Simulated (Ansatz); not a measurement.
We look at the energy of one form of C over another. The value is E(A) − E(B), in meV per atom.

A: C (lonsdaleite, P6₃/mmc), 4 atoms in the cell, k-point mesh 18×18×8 on the run's own vectors.
```
CELL_PARAMETERS angstrom
      2.50121     0.00000     0.00000
     -1.25061     2.16611     0.00000
      0.00000     0.00000     4.16341
ATOMIC_POSITIONS crystal
  C  0.33333 0.66667 0.06278
  C  0.66667 0.33333 0.56278
  C  0.33333 0.66667 0.43722
  C  0.66667 0.33333 0.93722
```

B: C (graphite, P6₃/mmc), 4 atoms in the cell, k-point mesh 18×18×6 on the run's own vectors.
```xyz
4
Lattice="2.4650 0.0000 0.0000 -1.2325 2.1347 0.0000 0.0000 0.0000 6.7419" Properties=species:S:1:pos:R:3 pbc="T T T"
C      0.0000     0.0000     1.6855
C      0.0000     0.0000     5.0564
C      0.0000     1.4232     1.6855
C      1.2325     0.7116     5.0564
```

All numbers come from Ansatz (a first-principles code), plane waves with PAW, its default PAW set, cutoff 420 eV, 500 eV for r2SCAN. The structures are at rest with PBE+D3(BJ); other levels are single points on them. Neutral cells; Fermi-Dirac smearing of at most 0.05 eV in the solids, energies taken to zero width. The lattices are those relaxed with PBE+D3(BJ), so at other levels the solids can be strained, which adds to the spread. A dispersion term (D3(BJ), or D4 for r2SCAN) was computed beside these levels and is taken off wherever the name lacks it. Static lattices, no vibrational contributions.

Problem. What is the computed value (r2SCAN)?

Solution. 137 meV/atom for A less B, so C (graphite, P6₃/mmc) (B) lies lower.

Problem. How does the value move with the functional?

Solution. 
```csv
Functional,value (meV/atom),less r2SCAN
PBE,147,10
PBE+D3(BJ),110,-27
r2SCAN+D4,124,-13
```

The levels span 37 meV/atom, from PBE+D3(BJ) (110) to PBE (147).
